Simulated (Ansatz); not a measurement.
Substrate model: Si(111) 1x1 surface, 6 top atoms, 3 bilayers, bottom bilayer H-capped and fixed, every top atom capped by H; cell 11.5 x 6.6 Å; two neighbouring H replaced by SH; about 7 Å thick over the host's atoms, 18 atoms held. The numbers are results of PBE-D3(BJ) (plane waves to 420 eV, PAW; Ansatz, a first-principles code), not measurements. Sampling: 1x2x1 k points. The slab states were run without spin polarisation. Slab thickness, cell and mesh are as stated and are not converged limits. No zero-point or entropy terms are included. Each state was relaxed from one prepared geometry.

End state of this step: H2S attacks the fragment of SiH4 (twice exchanged) and H2 forms. Atoms near the product:

```csv
atom,x (Å),y (Å),z (Å)
H(29),3.860,6.568,10.989
H(44),7.677,6.673,11.031
S(46),5.720,3.656,11.627
Si(a0),3.796,9.959,12.543
H(a3),6.677,6.045,13.385
H(a4),3.853,10.931,13.672
S(c0),3.575,7.959,13.287
H(c1),6.974,6.425,13.963
H(c2),4.882,7.832,13.623
```

**Question.** What energy does it take to move H2 into the gas, one a cell, with the surface relaxed behind it, and what are its closest contacts before it leaves?

**Answer.** 0.08 eV. Its closest contacts to the rest of the cell: H(a3)...H(c2) 2.54 Å, H(c1)...H(c2) 2.54 Å, H(a3)...H(44) 2.63 Å.
